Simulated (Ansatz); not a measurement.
Consider GaN in the zinc blende structure (space group F-43m, No. 216).

```yaml
crystal:
  lattice:
    - [0.00000, 2.24904, 2.24904]
    - [2.24904, 0.00000, 2.24904]
    - [2.24904, 2.24904, 0.00000]
  atoms:
    - { symbol: Ga, position: [0.00000, 0.00000, 0.00000] }
    - { symbol: N, position: [0.25000, 0.25000, 0.25000] }
```

Cartesian axes are those of the cell as printed.

The values are results of plane-wave PAW DFT at the PBEsol level (Ansatz, an electronic-structure program, 420 eV), without spin-orbit coupling, not measurements.

Strains are applied to the cell and any free atomic positions relax.

One change was made to it. Results:

```tsv
quantity	base	after
valence-band top at Γ (three highest levels, from the VBM)	0.00, 0.00, 0.00 eV	0.00, -0.13, -0.23 eV
band gap	1.70 eV	1.56 eV
energy relative to the base (free energy F)	0 meV/atom	+6.3 meV/atom
```

Task: Which change produced these results?
A) tensor shear ε_xy = +2.00 %
B) tensor shear ε_xy = +0.57 %
C) tensor shear ε_xy = +0.86 %
D) tensor shear ε_xy = +1.71 %

Result: D, tensor shear ε_xy = +1.71 %. For comparison, the valence-band top at Γ in the other runs: tensor shear ε_xy = +2.00 % gives 0.00, -0.15, -0.27 eV; tensor shear ε_xy = +0.57 % gives 0.00, -0.04, -0.08 eV; tensor shear ε_xy = +0.86 % gives 0.00, -0.06, -0.11 eV.

Whether these cells are dynamically stable was not tested. This is not the structure that GaN has at room temperature and ambient pressure.
